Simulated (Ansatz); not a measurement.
**Ti: stress against strain**

Ti (hcp, P6_3/mmc, 16.120 Å³/atom at rest, c along z) under a strain ε along c (axis z), the other axes held. LDA in Ansatz, a plane-wave DFT program (PAW, default set), 420 eV, 23×23×13 Γ-centred mesh, Fermi-Dirac smearing 0.10 eV; ions are relaxed within the symmetry of each cell. Stress is positive for a compressed cell.

Here s stands for strain and y for stress zz.

| strain (%) | stress zz (GPa) |
|---|---|
| -1.50 | 3.18 |
| -1.00 | 2.09 |
| -0.50 | 1.04 |
| 0.00 | 0.01 |
| 0.50 | -1.00 |
| 1.00 | -1.98 |
| 1.50 | -2.93 |
| 3.00 | ? |

Problem. Fit y against s with a straight line, and predict the withheld value at s = 3.00.

Solution. Means: s 0, y 0.059. About the means, the sum of products is -14.255 and the sum of squares of s is 7.0000; the slope is their ratio. Least squares gives y = 0.059 - 2.0364·s. Residuals (row less fit): 0.066, -0.005, -0.037, -0.049, -0.041, -0.003, 0.066; standard error 0.053 (degrees of freedom: 5). The slope gives the elastic constant C33 = 204 ± 2 GPa. At the withheld row, y = 0.059 - 2.0364 × 3.0 = -6.050 GPa. The calculation gives -5.64 GPa, 0.410 GPa above the prediction (4.6 % of the range of y in the table). The row lies outside the fitted rows, so this is an extrapolation. From the scatter of the fitted rows alone, a prediction at this place has a standard error of 0.083 GPa, so the miss is 4.9 times that.

One order more, fitted to all 13 runs of the series, follows each within 0.01, so the miss is the next term of a smooth law. In a metal these values are sensitive to mesh and smearing; energies are taken to zero smearing, stresses follow the free energy. Rows are the converged runs of the series near zero and its far end; series whose fitted rows scatter by over a few per cent of the range, as at a crossing or softening among them, aren't shown in this form. Most that stay on the fit to the last digits aren't either.
